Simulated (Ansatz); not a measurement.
CsCl-type AlRh (cell taken from a computed entry), treated with r²SCAN in Ansatz (plane waves, PAW).

Numerical settings: plane-wave cutoff 500 eV, 18×18×18 k mesh, Fermi–Dirac smearing 0.1 eV, no spin polarisation, scalar-relativistic PAW data made under PBE.

Computed at the level's own relaxed cell.

Question: Estimate the equilibrium volume per atom and equilibrium lattice constant a that the calculation returns.

Answer: 
- equilibrium volume per atom = 13.21 Å³/atom
- equilibrium lattice constant a = 2.978 Å

The run finds no gap.

Note: the relaxation could not lower the start's symmetry, so the cell can be a saddle point above a distorted one.

The result took roughly 40 core-seconds.

Ansatz is a program for electronic structure.
